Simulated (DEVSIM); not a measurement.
Device: W/La2O3/SiO2/p-Si capacitor, at 300 K.

Layer 1 from the left is La2O3, thickness (nm) 25.0. Layer 2 from the left is SiO2, thickness (nm) 0.610. Layer 3 from the left is Si, thickness (nm) 3200, Na (cm⁻³) 3.3e16.

Metal gate on the left, work function 4.6 eV. Fixed charge at the semiconductor interface -9.1e10 cm⁻² (in units of +e); interface traps 1.3e11 cm⁻² eV⁻¹, uniform in energy, neutral level at 0.7 of the gap above the valence band.

The device is made up for the run: typed textbook-type constants, with dimensions and the other settings drawn at random. Values at 300 K.

La2O3: gap (eV) 5.8, affinity (eV) 1.8, permittivity 27. SiO2: gap (eV) 9, affinity (eV) 0.9, permittivity 3.9. Si: gap (eV) 1.124, affinity (eV) 4.05, permittivity 11.7, Nc (cm⁻³) 2.86e19, Nv (cm⁻³) 3.1e19.

Model (solved in DEVSIM): 1D Poisson equation in equilibrium, Boltzmann statistics, complete ionisation; no quantum confinement or tunnelling. Metal contacts follow the ideal Schottky-Mott rule: no Fermi-level pinning, no interface dipoles.

### Question
What does the simulation give for the threshold voltage (band bending 2φF)?

### Answer
threshold voltage (band bending 2φF) 0.51 V.
